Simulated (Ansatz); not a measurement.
**Mg3PbO in the anti-perovskite structure (space group Pm-3m, No. 221; a hypothetical phase, not in the database extracts checked)**

```xyz
5
Lattice="4.3848 0.0000 0.0000 0.0000 4.3848 0.0000 0.0000 0.0000 4.3848" Properties=species:S:1:pos:R:3 pbc="T T T"
Mg     0.0000     2.1924     2.1924
Mg     2.1924     0.0000     2.1924
Mg     2.1924     2.1924     0.0000
Pb     0.0000     0.0000     0.0000
O      2.1924     2.1924     2.1924
```

Calculations: PBEsol (Ansatz, a program for electronic structure, PAW, spin-orbit coupling left out). Γ-centred 11×11×11 mesh, Fermi–Dirac width 0.05 eV.

Volume per atom: 16.86 Å³
Density: 5.83 g/cm³
Band gap: zero
Total energy: -3610.881 eV/atom (σ→0; compares only within this code and set-up)

No phonon test of stability was made. The final runs are not spin-polarised. The zero or small gap of Mg3PbO can change with the level of theory.
